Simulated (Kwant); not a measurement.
Model: Hückel tight-binding model, one pz orbital an atom, one spin, coherent transport at 0 K (Kwant). Conductance is in e²/h.

Model system: π system c1ccc2ccccc2c1 between two chain leads. The π system is taken as planar. Atoms are numbered from 0 in the order of the SMILES. Site energies (eV, carbon 0): [0.0, 0.0, 0.0, 0.0, 0.0, 0.0, 0.0, 0.0, 0.0, 0.0]. Bonds (i, j, β in eV): (0,1,-2.7) (1,2,-2.7) (2,3,-2.7) (3,4,-2.7) (4,5,-2.7) (5,6,-2.7) (6,7,-2.7) (7,8,-2.7) (8,9,-2.7) (9,0,-2.7) (8,3,-2.7). Leads: chains of hopping −4.1 eV, joined by −0.54 eV to atoms 0 and 5.

Site energies and bond integrals are typed Hückel values.

Sweep values stay those of the base run.

One input was changed, with this effect: transmission at E = 0 0.00031 → 0.0012.

Task: Which change was it?
A. contacts moved from atoms [0, 5] to [2, 4]
B. contacts moved from atoms [0, 5] to [0, 9]
C. contacts moved from atoms [0, 5] to [0, 4]
D. contacts moved from atoms [0, 5] to [0, 2]
E. contacts moved from atoms [0, 5] to [0, 6]
F. contacts moved from atoms [0, 5] to [2, 7]

Result: B, contacts moved from atoms [0, 5] to [0, 9]
